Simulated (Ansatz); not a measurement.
System: O vacancy in monoclinic ZrO2 with all lengths changed by -1 % (neutral cell). Calculation: PBE, PAW (plane waves to 420 eV; Ansatz, a first-principles code).

Settings: 96 host sites, the strained lattice (strain from the relaxed PBE one, atoms relaxed), the Γ point alone, smearing 0.01 eV, spin-restricted, no image-charge correction. Energies are static. The charge state is imposed; whether it is stable for some Fermi level was not computed. Forms of the defect that were not tried may lie lower. The start lies 0.10 eV above the lowest site run (PBE).

Barriers: single points on a 2×2×2 k-point mesh shifted by half a step at the bands' geometries (they differ from the bands' own by up to 0.07 eV, and are uncertain by about as much).

The step: one O atom jumps into the vacancy from a nearby O site. Atoms about the jump, Cartesian Å from the middle of the jump, before and after:

| atom | x0 | y0 | z0 | x1 | y1 | z1 |
|---|---|---|---|---|---|---|
| O1 | -0.19 | 0.41 | 1.26 | 0.19 | -0.41 | -1.26 |
| Zr2 | 0.97 | -1.12 | 0.60 | 0.95 | -1.07 | 0.62 |
| Zr3 | -1.93 | 1.48 | 1.00 | -1.93 | 1.47 | 1.01 |
| Zr4 | 1.39 | 1.00 | -2.01 | 1.42 | 1.05 | -2.03 |
| O5 | -2.58 | 0.00 | -0.41 | -2.57 | 0.00 | -0.40 |
| O6 | 2.48 | 0.00 | -0.42 | 2.55 | 0.00 | -0.39 |
| O7 | -0.75 | -2.16 | 0.27 | -0.79 | -2.12 | 0.37 |
| O8 | -0.77 | 3.02 | 0.32 | -0.71 | 2.93 | 0.29 |
| O9 | -0.34 | 2.05 | -2.25 | -0.29 | 2.14 | -2.34 |
| Zr10 | -1.49 | -1.54 | -1.62 | -1.50 | -1.55 | -1.61 |
| O11 | 2.05 | 2.52 | -0.63 | 2.07 | 2.53 | -0.63 |
| O12 | 2.13 | -0.07 | 2.24 | 2.03 | -0.08 | 2.20 |
| O13 | 1.61 | 2.60 | 2.00 | 1.62 | 2.61 | 2.00 |
| O14 | -1.20 | 2.12 | 2.93 | -1.20 | 2.09 | 2.89 |
| Zr15 | 0.54 | 1.04 | 3.21 | 0.52 | 1.05 | 3.22 |
| Zr16 | 3.19 | 1.48 | 1.01 | 3.18 | 1.49 | 1.01 |
| O17 | -2.12 | -0.07 | -3.02 | -2.13 | -0.08 | -3.03 |
| O18 | -3.08 | 2.52 | -0.63 | -3.07 | 2.53 | -0.64 |
| O19 | 0.64 | 0.34 | -3.89 | 0.67 | 0.38 | -3.95 |
| O20 | -3.02 | -0.07 | 2.21 | -3.03 | -0.07 | 2.21 |
| Zr21 | -1.49 | 3.64 | -1.61 | -1.49 | 3.63 | -1.62 |
| O22 | 2.06 | -2.68 | -0.63 | 2.06 | -2.67 | -0.63 |
| Zr23 | 0.98 | 4.08 | 0.58 | 0.98 | 4.08 | 0.58 |

**Question.** Predict the transition state.

**Answer.** 
```json
[
 {"atom": "O1", "x": "-0.06", "y": "0.48", "z": "-0.13"},
 {"atom": "Zr2", "x": "0.93", "y": "-1.10", "z": "0.56"},
 {"atom": "Zr3", "x": "-1.79", "y": "1.41", "z": "0.91"},
 {"atom": "Zr4", "x": "1.37", "y": "1.05", "z": "-1.93"},
 {"atom": "O5", "x": "-2.65", "y": "-0.04", "z": "-0.43"},
 {"atom": "O6", "x": "2.57", "y": "-0.01", "z": "-0.42"},
 {"atom": "O7", "x": "-0.77", "y": "-2.15", "z": "0.23"},
 {"atom": "O8", "x": "-0.79", "y": "3.09", "z": "0.35"},
 {"atom": "O9", "x": "-0.30", "y": "2.17", "z": "-2.33"},
 {"atom": "Zr10", "x": "-1.59", "y": "-1.57", "z": "-1.64"},
 {"atom": "O11", "x": "2.06", "y": "2.55", "z": "-0.59"},
 {"atom": "O12", "x": "2.05", "y": "-0.04", "z": "2.21"},
 {"atom": "O13", "x": "1.60", "y": "2.60", "z": "2.02"},
 {"atom": "O14", "x": "-1.15", "y": "2.05", "z": "2.84"},
 {"atom": "Zr15", "x": "0.57", "y": "1.04", "z": "3.30"},
 {"atom": "Zr16", "x": "3.18", "y": "1.48", "z": "1.03"},
 {"atom": "O17", "x": "-2.12", "y": "-0.07", "z": "-3.01"},
 {"atom": "O18", "x": "-3.04", "y": "2.50", "z": "-0.65"},
 {"atom": "O19", "x": "0.57", "y": "0.25", "z": "-3.77"},
 {"atom": "O20", "x": "-2.99", "y": "-0.07", "z": "2.19"},
 {"atom": "Zr21", "x": "-1.50", "y": "3.66", "z": "-1.62"},
 {"atom": "O22", "x": "2.04", "y": "-2.68", "z": "-0.59"},
 {"atom": "Zr23", "x": "0.98", "y": "4.10", "z": "0.61"}
]
```
It lies 1.38 eV above the start and 1.38 eV above the end. The saddle point's order was not checked.
